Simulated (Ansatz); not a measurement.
The starting structures come from a database of crystals and need not be the phases stable at ambient conditions.

 Where the default PAW files enter, the runs use the earlier of Ansatz's two default sets.

Given:

```yaml
crystal:
  lattice:
    - [4.84693, 0.00000, 0.00000]
    - [0.00000, 7.08994, 0.00000]
    - [0.00000, 0.00000, 4.98540]
  atoms:
    - { symbol: Al, position: [0.74785, 0.39040, 0.03051] }
    - { symbol: Al, position: [0.25215, 0.60960, 0.96949] }
    - { symbol: Al, position: [0.75215, 0.10960, 0.53051] }
    - { symbol: Al, position: [0.24785, 0.89040, 0.46949] }
    - { symbol: Al, position: [0.75215, 0.89040, 0.96949] }
    - { symbol: Al, position: [0.24785, 0.10960, 0.03051] }
    - { symbol: Al, position: [0.74785, 0.60960, 0.46949] }
    - { symbol: Al, position: [0.25215, 0.39040, 0.53051] }
    - { symbol: O, position: [0.89298, 0.65400, 0.10198] }
    - { symbol: O, position: [0.10702, 0.34600, 0.89802] }
    - { symbol: O, position: [0.60702, 0.84600, 0.60198] }
    - { symbol: O, position: [0.39298, 0.15400, 0.39802] }
    - { symbol: O, position: [0.60702, 0.15400, 0.89802] }
    - { symbol: O, position: [0.39298, 0.84600, 0.10198] }
    - { symbol: O, position: [0.89298, 0.34600, 0.39802] }
    - { symbol: O, position: [0.10702, 0.65400, 0.60198] }
    - { symbol: O, position: [0.95060, 0.00000, 0.25000] }
    - { symbol: O, position: [0.04940, 0.00000, 0.75000] }
    - { symbol: O, position: [0.54940, 0.50000, 0.75000] }
    - { symbol: O, position: [0.45060, 0.50000, 0.25000] }
```

Space group of this cell: Pbcn. The cell is taken as given; by r2SCAN its mean pressure is -7.5 GPa.

Computed with r2SCAN (plane waves, PAW; Ansatz, a quantum-chemistry and plane-wave program).

The current runs along the normal of the first two printed vectors; no spin-orbit coupling. Scaled by the factor s: both lengths across the current (ions clamped). The meshes follow the cell: 6×6×6 and 6×6 across at s = 0.98, 6×4×6 and 6×4 across at s = 1.00, 6×4×6 and 6×4 across at s = 1.02.

| s | mean pressure (GPa) | band gap (eV) |
|---|---|---|
| 0.98 | 2.8 | ? |
| 1.00 | -7.5 | 6.20 |
| 1.02 | -15.9 | 5.70 |

Task: Take the slope of the band gap against ln s from the two given rows, extrapolate to s = 0.98, and say what the run there gives.

Result: Slope = (5.70 − 6.20) / ln 1.02 = -25.2 eV. The line gives 6.20 + (-25.2) × ln 0.98 = 6.71 eV. The run gives 6.67 eV, 0.04 eV under the line, 8 % of the predicted step.
